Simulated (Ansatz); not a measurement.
Si (diamond structure), cut as [100] wire, round, 1.05 nm across, 3 periods a cell, F-ended

Cell contents Si69F48 (117 atoms). Periodic boundary conditions, with empty space along the open directions.

All values below come from PBE, support functions at accuracy medium on the grid of 420 eV (PAW; Ansatz, an electronic-structure program).

Basis: localised support functions (accuracy medium) on a full density matrix. k-points: zone centre alone; occupations: fixed; spin polarisation not allowed. No spin-orbit coupling.

 The period along the axis is held at the bulk value.

The electronic character is not metallic. The gap at the zone centre of the supercell (an upper bound where the edges lie off it) is 1.39 eV, the depth of the highest filled level under the vacuum level is 6.87 eV and the depth of the lowest empty level under the vacuum level is 5.48 eV. The weight of the highest filled level on the ending and the atoms that carry it is 0.67 and the weight of the lowest empty level on the ending and the atoms that carry it is 0.67. The change of bonding against the cut is none and the number of neighbours within 2.836 Å (ending not counted) is 2 for 6 atoms, 3 for 36 atoms, 4 for 27 atoms. The mean Si-Si distance (least to greatest) is 2.381 Å (2.353 to 2.459) and the cost of relaxation and final run is roughly 0.8 core-hours.
